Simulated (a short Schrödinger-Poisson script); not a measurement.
Structure: MOS inversion layer, HfO2 on p-type Si(100), at 300 K.

From the gate side: 6.1 nm HfO2; 650 nm Si, acceptors 4.4e17 cm⁻³.

The device is made up for the run: typed textbook-type constants, with dimensions and the other settings drawn at random. HfO2: permittivity 22, conduction-band edge (eV) 1.55, gap (eV) 5.7, electron mass (mₑ) 0.2. Si: permittivity 11.7, conduction-band edge (eV) 0, gap (eV) 1.124, Nv at 300 K (cm⁻³) 3.1e19.

Channel valleys (confinement mass, in-plane density-of-states mass, number): Δ2 0.916, 0.19, 2; Δ4 0.19, 0.417, 4. At the gate the conduction-band edge of layer 1 lies 1.8 eV − eVg above the Fermi level of the channel; the field vanishes at the back. Gaps are held at their typed values at every temperature. Mesh 0.03 nm at interfaces.

From a short Schrödinger-Poisson script (our own, NumPy): 1D Poisson equation in equilibrium, electrons quantum, Hartree (BenDaniel-Duke, 12 states a valley, the channel's in-plane mass for all, wave functions ending at the dielectric), parabolic valleys, classical holes, full ionisation, no traps, pinning or gate leakage.

```csv
Vg (V),electrons (cm⁻²),C (μF/cm²),Δ2 E0 (meV from the Fermi level),Δ4 E0 (meV from the Fermi level)
0.25,3.22e9,0.208,197.0,254.1
0.3,1.77e10,0.274,152.4,210.6
0.35,8.57e10,0.545,111.1,170.7
0.4,2.92e11,1.04,78.4,139.9
0.45,6.62e11,1.46,55.9,119.8
0.5,1.15e12,1.71,40.0,106.7
0.55,1.70e12,1.87,28.1,97.7
0.6,2.29e12,1.97,18.4,90.9
0.65,2.91e12,2.05,10.2,85.5
0.7,3.56e12,2.11,2.9,81.2
0.75,4.22e12,2.15,-3.6,77.4
0.8,4.89e12,2.19,-9.6,74.2
0.85,5.58e12,2.22,-15.1,71.3
0.9,6.28e12,2.25,-20.4,68.7
0.95,6.98e12,2.27,-25.4,66.4
1,7.69e12,2.29,-30.2,64.2
1.05,8.41e12,2.31,-34.9,62.1
```

Gate voltages with under 1e9 electrons/cm² are left out.

**Question.** At Vg = 1.05 V the lowest Δ2 subband lies at -34.9 meV from the Fermi level. How many electrons does it hold, and what share of all?

**Answer.** The two-dimensional density of states is g m/(πħ²) = 1.59e11 cm⁻² meV⁻¹ (both spins), kT = 25.9 meV, so n = D kT ln(1 + exp(−E/kT)) = 6.48e12 cm⁻², 0.77 of the 8.41e12 cm⁻² in all.

**Question.** Compare the slope of the sheet density between 0.95 and 1.05 V with the geometric capacitance of the layers between gate and channel.

**Answer.** q Δn/ΔV = 2.29 μF/cm²; ε0/Σ(t/ε) = 3.19 μF/cm². The ratio is 0.72: the channel acts as a further capacitance in series.
